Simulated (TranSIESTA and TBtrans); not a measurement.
Run with TranSIESTA and TBtrans (open boundaries, self-consistent; PseudoDojo norm-conserving potentials, scalar-relativistic): PAO.BasisSize DZP, PAO.EnergyShift 0.15 eV, XC.Authors PBE, Mesh.Cutoff 200 Ry, ElectronicTemperature 300 K, TS.Voltage 0.0 eV, TBT.Elecs.Eta 0.001 eV, no spin polarisation.

Junction: Ge chain with one bond stretched by 0.6 Å. Leads: straight Ge chain, spacing 2.28 Å. Geometry: as built, not relaxed.

**Question.** Predict: conductance at 300 K (G0 = 2e²/h); mean T from −0.5 to 0.5 eV.

**Answer.** conductance at 300 K (G0 = 2e²/h): 2.15; mean T from −0.5 to 0.5 eV: 2.06. The straight chain is held at its spacing; free chains may zigzag or dimerise. No spin-polarised start was tried, so a magnetic state, if there is one, is missed.
